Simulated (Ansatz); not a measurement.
## Li3OCl (Pm-3m, No. 221, 5 atoms in the cell; start mp-985585)

Computed with LDA in Ansatz (plane waves, PAW).

Numerical settings: plane-wave cutoff 520 eV, 10×10×10 k mesh, Fermi–Dirac smearing 0.01 eV, scalar-relativistic PAW data made under PBE.

Cell (relaxed with PBEsol):

```
Li3ClO
1.0
    3.83939     0.00000     0.00000
    0.00000     3.83939     0.00000
    0.00000     0.00000     3.83939
Li Cl O
3 1 1
Direct
  0.00000   0.50000   0.50000
  0.50000   0.00000   0.50000
  0.50000   0.50000   0.00000
  0.00000   0.00000   0.00000
  0.50000   0.50000   0.50000
```

```
Item                 Value
--------  ----------------
band gap  4.65 eV (direct)
Γ–Γ gap            5.46 eV
```

Note: cell and atoms aren't relaxed at this level (pressure -3.1 GPa).

Computing time: around 9 core-seconds (rough).

A start named mp-… is a Materials Project structure, which need not be a measured phase.

Ansatz is a quantum-chemistry and plane-wave program.
